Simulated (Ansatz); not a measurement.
WSi2 under a change: isotropic strain +0.50 %

Consider WSi₂ (space group I4/mmm, No. 139; a = 3.185 Å, c = 7.773 Å; relaxed with 0.1 eV smearing).

Now apply this change: an isotropic linear strain of +0.50 %; the atoms relax in the strained cell.

The values are results of LDA, PAW, 420 eV (Ansatz, a first-principles code; spin-orbit coupling left out), not measurements. Settings: 25×25×25 k-points, 0.1 eV Fermi–Dirac smearing.

```csv
quantity,base,changed,shift
volume per atom,13.14 Å³,13.34 Å³,+0.20 Å³
space group,I4/mmm (No. 139),I4/mmm (No. 139),–
energy relative to the base (free energy F),0 meV/atom,+2.2 meV/atom,+2.2 meV/atom
band gap,zero,zero,–
```

Final structure:

```
WSi2
1.0
   -1.60060     1.60060     3.90600
    1.60060    -1.60060     3.90600
    1.60060     1.60060    -3.90600
Si W
2 1
Direct
  0.66509   0.66509   0.00000
  0.33491   0.33491   0.00000
  0.00000   0.00000   0.00000
```

Whether these cells are dynamically stable was not tested. All final runs are without spin polarisation.
